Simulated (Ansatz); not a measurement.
We consider BN (within 0.1 Å of R3m, No. 160, 2 atoms in the cell; start mp-714851; a measured phase of this formula has another space group), described by LDA (Ansatz, an electronic-structure program, PAW).

Settings: plane-wave cutoff 520 eV, 16×16×12 k mesh (along the axes of the cell as run), Fermi–Dirac smearing 0.01 eV, scalar-relativistic PAW data made under PBE.

Computed at the level's own relaxed cell.

```
CELL_PARAMETERS angstrom
      2.47648     0.00290     0.24632
     -1.22850     2.15027    -0.24639
     -0.32713    -1.24874     3.28656
ATOMIC_POSITIONS crystal
  B  0.00853 0.00888 0.00603
  N  0.67558 0.34297 0.00716
```

Question: List the 5 lowest band energies at Γ above −25 eV (eV, relative to the valence band maximum), grouping those that round alike.

Answer: At Γ: -17.79, -4.10, -1.34 (×2), 5.09.

A start named mp-… is a Materials Project structure, which need not be a measured phase.
